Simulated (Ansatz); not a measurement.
TaAs (I4₁md, No. 109, 4 atoms in the cell; start mp-1936)

Computed with r²SCAN+rVV10 (Ansatz, an electronic-structure program, PAW).

Run with plane-wave cutoff 500 eV, 16×16×16 k mesh, Fermi–Dirac smearing 0.05 eV, scalar-relativistic PAW data made under PBE.

Cell (relaxed at this level):

```
CELL_PARAMETERS angstrom
     -1.71736     1.71736     5.83318
      1.71736    -1.71736     5.83318
      1.71736     1.71736    -5.83318
ATOMIC_POSITIONS crystal
  Ta 0.50008 0.00008 0.50000
  Ta 0.75008 0.75008 0.00000
  As 0.08252 0.58252 0.50000
  As 0.33252 0.33252 0.00000
```

```
Item      Value
--------  -----
band gap   none
```

Note: the relaxation could not lower the start's symmetry, so the cell can be a saddle point above a distorted one.

Spin–orbit coupling is not included.

Static lattice: no zero-point or thermal effects.

A start named mp-… is a Materials Project structure, which need not be a measured phase.
